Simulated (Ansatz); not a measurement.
Consider BeTe in the rock salt structure (space group Fm-3m, No. 225; a = 5.371 Å; a hypothetical phase, not in the database extracts checked; relaxed with 0.1 eV smearing). Axes: x, y, z lie along the cube axes.

Method: Kohn–Sham DFT with the r2SCAN functional, run in Ansatz (a first-principles code) with PAW and 500 eV plane waves, no spin-orbit coupling, earlier PAW set.

Modification: every lattice vector is stretched by 2.55 %; the atoms relax in the strained cell.

Problem. Predict the stress tensor and what it implies for the stiffness.

Solution. Stress of the strained cell less that of the base (GPa, compression positive):
```
   -4.4     0.0     0.0
    0.0    -4.4     0.0
    0.0     0.0    -4.4
```

Then B = −ΔP/(ΔV/V₀) with ΔV/V₀ = 0.0785 gives secant stiffness values (nonlinear terms included at this strain): B ≈ 56 GPa.

As a check, the harmonic strain energy −½ V₀ Δσ:ε is 20 meV/atom; the computed energy rise is 22 meV/atom.

No phonon test of stability was made. The final runs are not spin-polarised.
